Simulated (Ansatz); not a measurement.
## Pressure series in La2O3

Start from La2O3 (space group P-3m1, No. 164; a = 3.906 Å, c = 6.040 Å).

Cell and atoms are relaxed at each pressure.

Calculations: PBEsol, PAW, 420 eV (Ansatz, a program for electronic structure; spin-orbit coupling left out).

Two rows of this table had their results exchanged by mistake.

```tsv
pressure	volume per atom (Å³)	shortest distance (Å)	band gap
pressure −2 GPa	16.25	2.357	3.77 eV
pressure −1 GPa	16.10	2.353	3.77 eV
pressure 3 GPa	15.57	2.338	3.77 eV
pressure 7 GPa	15.12	2.326	3.75 eV
pressure 15 GPa	14.35	2.307	3.69 eV
pressure 30 GPa	13.30	2.277	3.61 eV
pressure 50 GPa	10.90	2.134	3.46 eV
pressure 75 GPa	11.53	2.175	3.56 eV
pressure 100 GPa	12.36	2.227	3.60 eV
```

Task: Which two?

Result: The rows for pressure 50 GPa and pressure 100 GPa: the volume has to fall steadily with pressure, so 12.36 Å³ belongs to pressure 50 GPa and 10.90 Å³ to pressure 100 GPa.

Load acts through the strain it causes; cell and atoms are relaxed under it. Whether these cells are dynamically stable was not tested. Competing high-pressure phases were not computed.
